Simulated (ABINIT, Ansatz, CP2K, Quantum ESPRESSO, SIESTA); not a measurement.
# Code comparison for SrVO3 (Pm-3m, 5 atoms in the cell)

Self-consistent single point.

```xyz
5
Lattice="3.7843 0.0000 0.0000 0.0000 3.7843 0.0000 0.0000 0.0000 3.7843" Properties=species:S:1:pos:R:3 pbc="T T T"
Sr     0.0000     0.0000     0.0000
V      1.8922     1.8922     1.8922
O      1.8922     0.0000     1.8922
O      0.0000     1.8922     1.8922
O      1.8922     1.8922     0.0000
```

Shared settings, as Ansatz (a program for electronic structure) writes them: kpoints.mp_grid.grid = 9 9 9; scf.occupations.method = fermi_dirac; scf.occupations.width = 0.1 eV. Potentials and cutoffs stand in the table.

```json
[
 {"code": "SIESTA", "model": "GGA PBEsol, numerical atomic orbitals DZP, PseudoDojo PBEsol standard norm-conserving potentials (rewritten from UPF to PSML)", "pressure (GPa)": "7.63", "cutoff": "grid 300 Ry"},
 {"code": "Quantum ESPRESSO", "model": "PBEsol, GBRV 1.5 ultrasoft (PBESOL) pseudopotentials", "pressure (GPa)": "4.43", "cutoff": "50 Ry"},
 {"code": "ABINIT", "model": "PBEsol, norm-conserving pseudopotentials (PseudoDojo nc-sr-04 PBEsol standard)", "pressure (GPa)": "3.75", "cutoff": "42 Ha"},
 {"code": "Ansatz", "model": "PBEsol, default PAW files made with PBE", "pressure (GPa)": "3.60", "cutoff": "420 eV"},
 {"code": "CP2K", "model": "PBEsol, GPW, DZVP-MOLOPT-SR-GTH basis, GTH-PBE potentials (GTH_POTENTIALS)", "pressure (GPa)": "6.50", "cutoff": "grid 600 Ry"}
]
```

On Ansatz's run: spin polarisation is off; with an odd number of electrons in the cell that forces a metal, and a magnetic state may lie lower.

The spread over the programs that give each value: pressure within 4.03 GPa.

SIESTA and CP2K use small atom-centred bases, whose incompleteness enters pressures, forces and empty levels differently from a plane-wave cutoff. Ansatz's pressure is given at a fixed set of plane waves, as the other plane-wave codes print theirs; with its correction for the finite basis it is 4.34 GPa (the shift of 0.74 GPa shows how far the cutoff is from converged). In the pressure, SIESTA (by 3.88) and CP2K (by 2.75) lie more than 1 GPa from the median of the plane-wave programs.

The starting cell has typed, rounded lattice constants, without a prior relaxation at this level. Its lattice was rescaled by a random factor within 2.5 % of one.

Left out of this page: GPAW, Elk and FLEUR (not drawn, or without a comparable value).

Keys are those of Ansatz 0.2.
